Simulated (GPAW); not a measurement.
**Input and output of a self-consistent single point for Mg3Sn (I4/mmm, 4 atoms in the cell) (GPAW)**

Method: PBEsol, GPAW PAW datasets PBEsol (made by gpaw-setup) (plane waves; GPAW).

This input was run:

```python
from ase import Atoms
from ase.units import GPa
from gpaw import GPAW

atoms = Atoms(['Mg', 'Mg', 'Mg', 'Sn'],
              cell=[[-2.231515, 2.231515, 4.499820],
                    [2.231515, -2.231515, 4.499820],
                    [2.231515, 2.231515, -4.499820]],
              scaled_positions=[[0.500000, 0.500000, 0.000000],
                                [0.250000, 0.750000, 0.500000],
                                [0.750000, 0.250000, 0.500000],
                                [0.000000, 0.000000, 0.000000]],
              pbc=True)

calc = GPAW(mode={'name': 'pw', 'ecut': 800},
            xc='PBEsol',
            kpts={'size': (8, 8, 8), 'gamma': True},
            occupations={'name': 'methfessel-paxton', 'width': 0.272, 'order': 0},
            nbands=-10,
            convergence={'density': 1e-05},
            symmetry={'symmorphic': False, 'tolerance': 0.0005},
            maxiter=150)

atoms.calc = calc

energy = atoms.get_potential_energy()
print('Energy (eV):', round(energy, 6))
forces = atoms.get_forces()
print('Forces (eV/Ang):')
print(forces.round(5))
stress = atoms.get_stress()
print('Stress (GPa, Voigt):', (stress / GPa).round(4))
```

Output (repeated stretches shortened):

```
Input parameters:
  convergence: {density: 1e-05}
  kpts: {gamma: True,
         size: (8, 8, 8)}
  maxiter: 150
  mode: {ecut: 800,
         name: pw}
  nbands: -10
  occupations: {name: methfessel-paxton,
                order: 0,
                width: 0.272}
  symmetry: {symmorphic: False,
             tolerance: 0.0005}
  xc: PBEsol

species:
  Mg:
    name: Magnesium
    Z: 12.0
    valence: 10
    core: 2
    charge: 0.0
    file: Mg.PBEsol.gz

    # Using partial waves for Mg as LCAO basis

  Sn:
    name: Tin
    Z: 50.0
    valence: 14
    core: 36
    charge: 0.0
    file: Sn.PBEsol.gz

    # Using partial waves for Sn as LCAO basis

Reference energy: -184248.959340  # eV

Spin-paired calculation

Convergence criteria:
 Maximum [total energy] change in last 3 cyles: 0.0005 eV / valence electron
 Maximum integral of absolute [dens]ity change: 1e-05 electrons / valence electron
 Maximum integral of absolute [eigenst]ate change: 4e-08 eV^2 / valence electron
 Maximum number of scf [iter]ations: 150

Symmetries present (total): 16
Symmetries with fractional translations: 0
512 k-points: 8 x 8 x 8 Monkhorst-Pack grid + [1/16,1/16,1/16]
59 k-points in the irreducible part of the Brillouin zone
       k-points in crystal coordinates                weights
   0:     0.00000000    0.00000000    0.00000000          1/512
   1:     0.12500000   -0.12500000    0.00000000          4/512
   2:     0.12500000   -0.12500000    0.12500000          4/512
   [... 7 lines left out ...]
          ...
  58:     0.50000000    0.50000000    0.50000000          1/512

Wave functions: Plane wave expansion
  Cutoff energy: 800.000 eV
  Number of coefficients (min, max): 4582, 4628
  Pulay-stress correction: 0.000000 eV/Ang^3 (de/decut=0.000000)

Occupation numbers: Methfessel-Paxton:
  width: 0.2720  # eV
  order: 0

Eigensolver

Densities:
  Coarse grid: 36*36*36 grid
  Fine grid: 72*72*72 grid
  Total Charge: 0.000000

Density mixing:
  Method: separate
  Backend: pulay
  Linear mixing parameter: 0.05
  old densities: 5
  Damping of long wavelength oscillations: 50

Hamiltonian:
  XC and Coulomb potentials evaluated on a 72*72*72 grid
  External potential:
    NoExternalPotential

XC parameters: PBEsol with 2 nearest neighbor stencil

Number of atoms: 4
Number of atomic orbitals: 33
Number of bands in calculation: 32
Number of valence electrons: 44
Bands to converge: occupied

Density initialized from atomic densities
  32 bands from LCAO basis set

Atomic positions and initial magnetic moments

Positions:
   0 Mg     0.000000    0.000000    4.499820    ( 0.0000,  0.0000,  0.0000)
   1 Mg     2.231515    0.000000    2.249910    ( 0.0000,  0.0000,  0.0000)
   2 Mg     0.000000    2.231515    2.249910    ( 0.0000,  0.0000,  0.0000)
   3 Sn     0.000000    0.000000    0.000000    ( 0.0000,  0.0000,  0.0000)

Unit cell:
           periodic     x           y           z      points  spacing
  1. axis:    yes   -2.231515    2.231515    4.499820    36     0.1111
  2. axis:    yes    2.231515   -2.231515    4.499820    36     0.1111
  3. axis:    yes    2.231515    2.231515   -4.499820    36     0.0877

  Lengths:   5.496153   5.496153   5.496153
  Angles:  132.090632 132.090632  70.085922

Effective grid spacing dv^(1/3) = 0.1243

     iter     time        total  log10-change:
                         energy   eigst   dens
iter:   1 --:--:--   -10.552721
iter:   2 --:--:--   -10.596724   -0.56  -1.54
iter:   3 --:--:--   -10.520215   -1.21  -1.57
iter:   4 --:--:--   -10.528550   -1.94  -1.97
iter:   5 --:--:--   -10.525505c  -2.27  -2.06
iter:   6 --:--:--   -10.520529c  -3.30  -2.65
iter:   7 --:--:--   -10.519030c  -3.98  -2.96
iter:   8 --:--:--   -10.519078c  -4.92  -3.23
iter:   9 --:--:--   -10.519081c  -6.14  -3.41
iter:  10 --:--:--   -10.518983c  -5.44  -3.39
iter:  11 --:--:--   -10.519000c  -6.29  -4.01
iter:  12 --:--:--   -10.519004c  -7.19  -4.39
iter:  13 --:--:--   -10.519006c  -8.26c -4.39
iter:  14 --:--:--   -10.518997c  -7.51c -4.37
iter:  15 --:--:--   -10.518996c  -8.63c -4.39
iter:  16 --:--:--   -10.518991c  -7.83c -4.40
iter:  17 --:--:--   -10.518989c  -8.69c -4.48
iter:  18 --:--:--   -10.518991c  -8.80c -4.50
iter:  19 --:--:--   -10.518991c  -9.42c -4.53
iter:  20 --:--:--   -10.518992c  -9.38c -4.57
iter:  21 --:--:--   -10.518983c  -7.24  -4.61
iter:  22 --:--:--   -10.518983c  -8.92c -5.33c

Converged after 22 iterations.

Dipole moment: (-0.000000, 0.000000, -0.000000) |e|*Ang

Energy contributions relative to reference atoms: (reference = -184248.959340)

Kinetic:         -1.575544
Potential:       +5.981233
External:        +0.000000
XC:             -14.784121
Entropy (-ST):   -0.060411
Local:           -0.110346
SIC:             +0.000000
--------------------------
Free energy:    -10.549189
Extrapolated:   -10.518983

Showing only first 2 kpts
 Kpt  Band  Eigenvalues  Occupancy
  0    20      4.56355    1.99254
  0    21      4.56355    1.99254
  0    22      6.27962    0.00000
  0    23      6.43806    0.00000

  1    20      3.78609    2.00000
  1    21      4.91275    1.61009
  1    22      5.02468    1.21886
  1    23      5.59401    0.00731

Fermi level: 5.07812

No gap
No difference between direct/indirect transitions
Energy (eV): -10.518983

Forces in eV/Ang:
  0 Mg    0.00000    0.00000    0.00000
  1 Mg    0.00000    0.00000    0.00000
  2 Mg    0.00000    0.00000    0.00000
  3 Sn    0.00000    0.00000    0.00000

Stress tensor:
     0.002462     0.000000     0.000000
     0.000000     0.002462     0.000000
     0.000000     0.000000     0.000611
Stress (GPa, Voigt): [0.3945 0.3945 0.0979 0.     0.     0.    ]
```

The run converged in 22 iterations. GPAW prints stress with tension positive.

The starting cell comes from a database of computed structures (which also holds hypothetical and non-ambient phases and stackings), without a prior relaxation at this level.

Cost on one core of a shared machine: roughly 2 min.
